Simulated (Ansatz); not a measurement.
We consider Hf2N2O (P2₁/m, No. 11, 10 atoms in the cell; start mp-776205), described by PBE0 (PAW; Ansatz, a program for electronic structure).

Input:

Ansatz 0.2 input:
```yaml
crystal:
  lattice:
    - [4.2585719326, 0.0, -0.0162473658]
    - [0.0, 3.4024000352, 0.0]
    - [-1.5561772694, 0.0, 8.4350264692]
  atoms:
    - { symbol: Hf, position: [0.2098553256, 0.75, 0.8940487512] }
    - { symbol: Hf, position: [0.7901446744, 0.25, 0.1059512488] }
    - { symbol: Hf, position: [0.3790373643, 0.75, 0.3280202716] }
    - { symbol: Hf, position: [0.6209626357, 0.25, 0.6719797284] }
    - { symbol: N, position: [0.1665694471, 0.25, 0.7503422856] }
    - { symbol: N, position: [0.8334305529, 0.75, 0.2496577144] }
    - { symbol: N, position: [0.2856545742, 0.25, 0.0976035606] }
    - { symbol: N, position: [0.7143454258, 0.75, 0.9023964394] }
    - { symbol: O, position: [0.6882891822, 0.75, 0.5609891162] }
    - { symbol: O, position: [0.3117108178, 0.25, 0.4390108838] }
basis:
  ecutwfc: 460
  ecutrho_ratio: 4
  xc_grid: 2
kpoints:
  mp_grid: { grid: [6, 6, 4] }
  band_path: { path: [[0, 0, 0], [0, 0.388889, 0]], npoints: 1 }
hamiltonian:
  xc: pbe0
  dispersion: none
  pseudopotentials: { kind: paw }
scf:
  occupations: { method: fermi_dirac, width: 0.01 }
  convergence: { dr2_threshold: 0.000000001 }
output:
  forces: true
  stress: true
  eigenvalues: true
  write_bands: true
```

Output (set-up and result lines):

```
WARN output.stress: scf.exx.energy_threshold = 1e-6 eV is looser than the 1e-7 eV advised for a stress under a hybrid functional (1e-8 eV for each atom of the …
Crystal: 10 atoms, lattice volume = 122.132 Å³
Basis set: ecut = 460 eV, 2725 PW (Γ), exchange–correlation on 60×48×128 points (8 copies of the dense FFT grid, shifted against one another)
Bands: 82, of which v1, the nominal top of the filled ones, is band 68 counted from 1 (67 counted from 0)
Symmetry: 4 space group operations
Space group: P21/m (ITA 11), of the structure as read, at distance tolerance 5.0e-5 Å
k-points: 56 of 144
Functional: x = pbe(κ = 0.804, μ = 0.2195149727645171), c = pbe(β = 0.06672455060314922), warm-up for x = 0.75 pbe(κ = 0.804, μ = 0.2195149727645171) + 0.25 exact, c = pbe(β = 0.06672455060314922)
SCF iter   1: F=—  HF=-65572.126790 eV  |F-HF|=—  |Δ(HF+E_count)|=         —  Δρ=5.69e-3  dr2=1.48e-1
SCF iter   2: F=—  HF=-65572.170144 eV  |F-HF|=—  |Δ(HF+E_count)|=   4.34e-2  Δρ=1.03e-2  dr2=3.79e-1
  ...
Crystal: 10 atoms, lattice volume = 122.132 Å³
Initial density: handed on by an earlier stage of this run
Functional: x = 0.75 pbe(κ = 0.804, μ = 0.2195149727645171) + 0.25 exact, c = pbe(β = 0.06672455060314922)
Crystal: 10 atoms, lattice volume = 122.132 Å³
Crystal: 10 atoms, lattice volume = 122.132 Å³
SCF iter   3: F=—  HF=-65564.426642 eV  |F-HF|=—  |Δ(HF+E_count)|=  4.07e-10  Δρ=6.00e-7  dr2=1.24e-9
SCF iter   4: F=-65564.426642 eV  HF=-65564.426642 eV  |F-HF|=3.06e-10  |Δ(HF+E_count)|=   8.11e-9  Δρ=6.88e-7  dr2=3.73e-10
SCF 4 converged in 4 iterations: F = -65564.426642 eV  dr2 = 3.73e-10
Free energy (F): -65564.426642 eV
Internal energy: -65564.426642 eV  (E = F + TS)
E sigma→0 (E₀):  -65564.426642 eV
Fermi energy:    16.867171 eV
--- Forces (eV/Å), atoms counted from 1 ---
  atom   1  Hf     0.00703489     0.00000000    -0.14646199
  atom   2  Hf    -0.00703489     0.00000000     0.14646199
  atom   3  Hf    -0.07720698     0.00000000     0.32395364
  atom   4  Hf     0.07720698     0.00000000    -0.32395364
  atom   5  N      0.01550471     0.00000000     0.13752706
  atom   6  N     -0.01550471     0.00000000    -0.13752706
  atom   7  N      0.00889397     0.00000000    -0.01002123
  atom   8  N     -0.00889397     0.00000000     0.01002123
  atom   9  O     -0.06916511     0.00000000     0.12782242
  atom  10  O      0.06916511     0.00000000    -0.12782242
--- Stress (GPa, compression-positive) ---
        2.927116       0.000000       0.105383
        0.000000       2.754003       0.000000
        0.105384       0.000000       3.109668
  P = ⅓ Tr σ = 2.9303 GPa (29.303 kbar)
```

The PAW data were made under PBE.

Note: cell and atoms aren't relaxed at this level (largest force component 0.32 eV/Å, pressure 2.9 GPa).

It cost about 19 core-minutes (a rough figure) of CPU time.

A start named mp-… is a Materials Project structure, which need not be a measured phase.
